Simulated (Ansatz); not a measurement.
For TiAl (model structure, started from the CsCl type, Pm-3m, No. 221, 2 atoms in the cell), PBEsol (plane waves, PAW; Ansatz, a first-principles code) gives:

- lattice parameter a = 3.158 Å
- formation enthalpy = -0.271 eV/atom

Q: What does r²SCAN (Ansatz, PAW) give for the same quantities?

A: 
- lattice constant a: 3.173 Å (increases by 0.5 %)
- formation enthalpy: -0.314 eV/atom (moves by -0.043 eV/atom)

Changes are worked out from the printed values.

Unless a cell is named, each level is at its own relaxed cell (PBEsol 15.75, r²SCAN 15.97 Å³/atom).

The crystal itself was run without spin with PBEsol, r²SCAN; a magnetic state was not tried in these runs.

Caveats: the relaxation could not lower the start's symmetry, so the cell can be a saddle point above a distorted one (PBEsol). Ansatz's density-functional and Hartree–Fock values are scalar-relativistic unless marked +SOC, with PAW data made under PBE.

A model structure was made by putting elements into a prototype or built by hand; it is no filed structure, need not be a known phase, and can be a saddle point held by its symmetry.
